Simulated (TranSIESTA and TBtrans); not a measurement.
Device: Au chain with one C atom inserted. Leads: straight Au chain, spacing 2.703 Å. Geometry: 3 atoms about the centre moved by SIESTA (PBE, DZP) to a largest force of 0.00 eV/Å, all others as built, motion along the axis alone. Transport runs along z; the first 4 and the last 4 of the 15 atoms are the lead cells, repeated to infinity.

```xyz
15
Lattice="9.000 0.000 0.000 0.000 9.000 0.000 0.000 0.000 38.989" Properties=species:S:1:pos:R:3 pbc="F F T"
Au     4.500     4.500     0.000
Au     4.500     4.500     2.703
Au     4.500     4.500     5.406
Au     4.500     4.500     8.109
Au     4.500     4.500    10.812
Au     4.500     4.500    13.515
Au     4.500     4.500    16.228
C      4.500     4.500    18.143
Au     4.500     4.500    20.057
Au     4.500     4.500    22.771
Au     4.500     4.500    25.474
Au     4.500     4.500    28.177
Au     4.500     4.500    30.880
Au     4.500     4.500    33.583
Au     4.500     4.500    36.286
```

Run with TranSIESTA and TBtrans (open boundaries, self-consistent; PseudoDojo norm-conserving potentials, scalar-relativistic): PAO.BasisSize DZP, PAO.EnergyShift 0.15 eV, XC.Authors PBE, Mesh.Cutoff 200 Ry, ElectronicTemperature 300 K, TS.Voltage 0.0 eV, TBT.Elecs.Eta 0.001 eV, no spin polarisation.

Energies count from the leads' Fermi level. Transmissions are for one spin of a degenerate pair. The energy step is 0.01 eV; narrower resonances are cut or missed.

| E (eV) | T |
|---|---|
| -0.20 | 0.824 |
| -0.15 | 0.802 |
| -0.10 | 0.766 |
| -0.05 | 0.728 |
| 0.00 | 0.700 |
| 0.05 | 0.677 |
| 0.10 | 0.654 |
| 0.15 | 0.634 |
| 0.20 | 0.615 |

Q: Give the zero-bias conductance in μS and the resistance at 300 K.

A: At the Fermi level T = 0.700. Averaged with −∂f/∂E over the full grid (kT = 25.9 meV) it is 0.702. With G0 = 2e²/h = 77.48 μS, G = 54.4 μS and R = 1/G = 18.4 kΩ.

Q: Estimate the thermopower by Mott's formula S = −(π²/3)(kB²T/e) d ln T/dE from the rows at -0.05 and 0.05 eV.

A: d ln T/dE = -0.726 eV⁻¹ and (π²/3) kB²T/e = 7.33 μV/K · eV, so S = 5.3 μV/K; the full integral gives 5.6 μV/K. A positive sign means that T falls with energy over the thermal window.

Q: The eigenchannels at the Fermi level transmit 0.700. What Fano factor of the shot noise follows at low temperature and bias?

A: F = Σ τ(1 − τ)/Σ τ = 0.210/0.700 = 0.30.

The leads' channel count changes near -0.04 eV, within the thermal window, so values at the Fermi level hang on where that band edge falls. The straight chain is held at its spacing; free chains may zigzag or dimerise. No spin-polarised start was tried, so a magnetic state, if there is one, is missed. Spin-orbit coupling, left out here, matters for the heavy atoms.
